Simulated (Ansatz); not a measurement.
Take Bi₂Se₃ in the Bi2Te3 type structure (space group R-3m, No. 166; a = 4.144 Å, c = 28.448 Å (hexagonal axes)) as the base.

(Cell as relaxed with PBE-D3(BJ).)

Levels (all Ansatz, a quantum-chemistry and plane-wave program, PAW): PBE-D3(BJ) (420 eV, without spin-orbit coupling); r2SCAN+rVV10 (500 eV, no spin-orbit coupling).

Each level relaxes its own structure.

| base | PBE-D3(BJ) | r2SCAN+rVV10 |
|---|---|---|
| volume per atom | 28.21 Å³ | 29.02 Å³ |
| lattice parameter a | 7.832 bohr | 7.832 bohr |
| band gap | 0.16 eV | 0.60 eV |

The change: a hydrostatic pressure of 0.7 GPa.

```csv
quantity,PBE-D3(BJ),r2SCAN+rVV10
shift of the gap caused by the change,-0.04 eV,-0.08 eV
c/a ratio,6.826,6.997
mean gap deformation potential ΔEg/Δln V,+2.5 eV,+3.9 eV
```

PBE-D3(BJ)'s shift of the gap caused by the change lies 0.034 eV above r2SCAN+rVV10's; PBE-D3(BJ)'s c/a ratio lies 0.171 below r2SCAN+rVV10's; PBE-D3(BJ)'s mean gap deformation potential ΔEg/Δln V lies 1.4 eV below r2SCAN+rVV10's. Neither level is exact; r2SCAN+rVV10 is the comparison here, not a measurement.

With Bi present, leaving out spin-orbit coupling can change the band edges. Load acts through the strain it causes; cell and atoms are relaxed under it. Stability against distortions was not tested. The zero or small gap of Bi2Se3 can change with the level of theory.
